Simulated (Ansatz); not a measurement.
Base system: AlRu in the CsCl type structure (space group Pm-3m, No. 221; a = 2.955 Å; relaxed with 0.1 eV smearing). Axes: x, y, z lie along the cube axes.

All numbers come from Kohn–Sham DFT with the LDA functional, run in Ansatz (a program for electronic structure) with PAW and 420 eV plane waves, without spin-orbit coupling.

For the base:

| Quantity | Result |
|---|---|
| Pressure | 0.0 GPa |

Perturbation: compressive biaxial strain of 1.67 % in the plane normal to [111], as in epitaxy on a mismatched substrate; the out-of-plane cell vector and the atoms relax.

Problem. Predict the new energy relative to the base.

Solution. The energy rises by 11 meV/atom.

Problem. What does the calculation give for the ratio −ε⊥/ε∥ after the change?

Solution. The ratio −ε⊥/ε∥ comes out as 0.73.

Problem. Predict the new pressure.

Solution. The pressure (mean of the normal stresses, compression positive) goes from zero to 5.4 GPa.

No phonon test of stability was made. All final runs are without spin polarisation.
